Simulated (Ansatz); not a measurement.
Functionals compared on the (311) surface of bcc Mo in its 1x1 cell, outermost plane spacing 0.48 Å in the ideal cut, in Ansatz (plane waves, PAW). The structure was relaxed with PBE; the other rows are single points on it, each with its references at the same level. Cutoff 420 eV (500 eV for r2SCAN).

Set-up: 23 atoms, 10.5 Å thick at the start (thin: gaps and levels are the slab's own); mesh 9x5x1; 0.1 eV smearing; dipole correction on; all atoms relaxed; held to the part of the start's symmetry that mesh and held atoms allow; no spin, no spin-orbit, no U. These notes are the PBE run's.

```json
[
 {"functional": "PBE", "surface energy (J/m²)": "3.08", "work function of the top face (eV)": "3.91", "rough cost of the single point": "–"},
 {"functional": "LDA", "surface energy (J/m²)": "3.52", "work function of the top face (eV)": "4.21", "rough cost of the single point": "roughly 7 core-minutes"},
 {"functional": "PBEsol", "surface energy (J/m²)": "3.42", "work function of the top face (eV)": "4.00", "rough cost of the single point": "roughly 8 core-minutes"},
 {"functional": "RPBE", "surface energy (J/m²)": "2.88", "work function of the top face (eV)": "3.75", "rough cost of the single point": "around 6 core-minutes (rough)"},
 {"functional": "r2SCAN", "surface energy (J/m²)": "…", "work function of the top face (eV)": "…", "rough cost of the single point": "around 14 core-minutes (rough)"}
]
```

Q: Complete the blanks.

A: 
- r2SCAN, surface energy (J/m²): 3.31
- r2SCAN, work function of the top face (eV): 3.88

Ansatz is a quantum-chemistry and plane-wave program.
